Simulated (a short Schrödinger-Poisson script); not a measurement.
**Gated Al0.4Ga0.6N/GaN polarisation-induced gas**

Structure: gated Al0.4Ga0.6N/GaN polarisation-induced gas, at 300 K.

```tsv
layer	material	thickness (nm)	Na (cm⁻³)
1	Al0.4Ga0.6N	25	-
2	GaN	6000	3e14
```

Constants are typed, rounded textbook-type inputs, not results; the design itself was drawn at random and stands for no fabricated device. Al0.4Ga0.6N: permittivity 9.26, conduction-band edge (eV) 0.58, gap (eV) 4.258, electron mass (mₑ) 0.248, Nv at 300 K (cm⁻³) 4.6e19. GaN: permittivity 9.5, conduction-band edge (eV) 0, gap (eV) 3.43, Nv at 300 K (cm⁻³) 4.6e19.

Channel valleys (confinement mass, in-plane density-of-states mass, number): Γ 0.2, 0.2, 1. At the gate the conduction-band edge of layer 1 lies 1.36 eV − eVg above the Fermi level of the channel; the field vanishes at the back. Sheet of polarisation charge: +2e13 e/cm² at 25 nm from the gate. The barrier under the gate holds no holes. Gaps are held at their typed values at every temperature. Mesh 0.08 nm at interfaces.

From a short Schrödinger-Poisson script (our own, NumPy): 1D Poisson equation in equilibrium, electrons quantum, Hartree plus LDA exchange-correlation (BenDaniel-Duke, 40 states a valley, the channel's in-plane mass for all, wave functions free to enter the barrier), parabolic valleys, classical holes, full ionisation, no traps, pinning or gate leakage.

```tsv
Vg (V)	electrons (cm⁻²)	in the channel layer	C (μF/cm²)	Γ E0 (meV)	Γ E1 (meV)
0.5	1.84e13	1.68e13	0.319	-192.0	-7.9
-0.1	1.72e13	1.58e13	0.318	-180.3	-3.8
-0.7	1.60e13	1.48e13	0.318	-168.5	0.3
-1.3	1.48e13	1.38e13	0.317	-156.4	4.3
-1.9	1.36e13	1.28e13	0.316	-144.2	8.4
-2.5	1.24e13	1.18e13	0.316	-131.9	12.5
-3.1	1.13e13	1.07e13	0.315	-119.4	16.6
-3.7	1.01e13	9.66e12	0.314	-106.8	20.8
-4.3	8.90e12	8.58e12	0.314	-93.9	25.1
-4.9	7.73e12	7.49e12	0.313	-80.8	29.4
-5.5	6.56e12	6.39e12	0.311	-67.3	33.8
-6.1	5.39e12	5.28e12	0.310	-53.3	38.4
-6.7	4.24e12	4.17e12	0.308	-38.3	43.4
-7.3	3.09e12	3.05e12	0.305	-21.6	49.1
-7.9	1.96e12	1.94e12	0.299	-1.3	56.7
-8.5	8.57e11	8.54e11	0.284	29.7	71.2
-9.1	6.28e9	6.28e9	0.0369	175.9	191.6
```

Gate voltages with under 1e6 electrons/cm² are left out.

Subbands count from the Fermi level.
